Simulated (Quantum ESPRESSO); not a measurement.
Quantum ESPRESSO run on Pt (Fm-3m, 1 atom in the cell): self-consistent single point.

Method of the run: PBEsol, SSSP 1.1.2 efficiency (PBE) pseudopotentials (plane waves; Quantum ESPRESSO 7.5).

```
Pt
1.0
    0.00000     1.96000     1.96000
    1.96000     0.00000     1.96000
    1.96000     1.96000     0.00000
Pt
1
Direct
  0.00000   0.00000   0.00000
```

Reference input (self-consistent single point, DFT, PBE, plane waves, SSSP 1.1.2 efficiency (PBE) pseudopotentials): ecutwfc = 40 Ry; ecutrho = 320 Ry; occupations = smearing; smearing = gauss; degauss = 0.0099958 Ry; potentials = {Pt: pt_pbe_v1.4.uspp.F.UPF}; K_POINTS = automatic 12 12 12 0 0 0; conv_thr = 1e-10 Ry; mixing_beta = 0.4. This run's input differs from it in these lines:

```diff
@@ -17,2 +17,3 @@
     degauss = 0.0099958
+    input_dft = 'pbesol'
 /
```

The program printed (abridged):

```
     Self-consistent Calculation

     iteration #  1     ecut=    40.00 Ry     beta= 0.40

     negative rho (up, down):  1.811E-01 0.000E+00

     total energy              =    -210.20117918 Ry
     estimated scf accuracy    <       0.79537999 Ry

     iteration #  2     ecut=    40.00 Ry     beta= 0.40

     negative rho (up, down):  1.790E-01 0.000E+00

     total energy              =    -210.30440650 Ry
     estimated scf accuracy    <       0.02069411 Ry

     iteration #  3     ecut=    40.00 Ry     beta= 0.40

     negative rho (up, down):  1.780E-01 0.000E+00

     total energy              =    -210.30859814 Ry
     estimated scf accuracy    <       0.00111300 Ry

   [... 4 blocks of this kind left out ...]

     iteration #  8     ecut=    40.00 Ry     beta= 0.40

     negative rho (up, down):  1.778E-01 0.000E+00

     total energy              =    -210.30874078 Ry
     estimated scf accuracy    <          4.9E-10 Ry

     iteration #  9     ecut=    40.00 Ry     beta= 0.40

     negative rho (up, down):  1.778E-01 0.000E+00
     End of self-consistent calculation

     the Fermi energy is    22.4917 ev

!    total energy              =    -210.30874079 Ry
     estimated scf accuracy    <          7.1E-11 Ry
     smearing contrib. (-TS)   =      -0.00127364 Ry
     internal energy E=F+TS    =    -210.30746715 Ry

     convergence has been achieved in   9 iterations

     negative rho (up, down):  1.778E-01 0.000E+00

     Forces acting on atoms (cartesian axes, Ry/au):

     atom    1 type  1   force =     0.00000000    0.00000000    0.00000000

     Total force =     0.000000     Total SCF correction =     0.000000

     negative rho (up, down):  1.778E-01 0.000E+00
          total   stress  (Ry/bohr**3)                   (kbar)     P=      -14.76
  -0.00010035   0.00000000  -0.00000000          -14.76        0.00       -0.00
   0.00000000  -0.00010035   0.00000000            0.00      -14.76        0.00
   0.00000000   0.00000000  -0.00010035            0.00        0.00      -14.76

   JOB DONE.
```

The run converged in 9 iterations. Against the reference run the pressure goes from 9.01 to -1.48 GPa.

The starting cell has typed, rounded lattice constants, without a prior relaxation at this level. Spin polarisation is off.
